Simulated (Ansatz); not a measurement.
V_Sn in rutile SnO2 (start: the Sn site; 72-site cell, 2×2×2 shifted sampling), charge −1. Level of theory: PBE, PAW (plane waves to 420 eV; Ansatz, a program for electronic structure).

```
Item                                              Result
---------------------------------------  ---------------
total energy of the defect cell          -165771.2652 eV
total energy of the perfect cell         -171815.6477 eV
μ(Sn) in beta tin, atoms added −1          -6024.1704 eV
Δμ(Sn), O-rich                                 -4.878 eV
valence-band maximum on the cell's zero         8.740 eV
image correction with alignment                 0.662 eV
Fermi level above the maximum                    0.50 eV
```

Work out the formation energy.

E_f = E(defect) − E(perfect) − Σ n μ + q (E_VBM + E_F) + E_corr = 6044.382 − (6029.048) + (-9.240) + (0.662) = 6.76 eV.
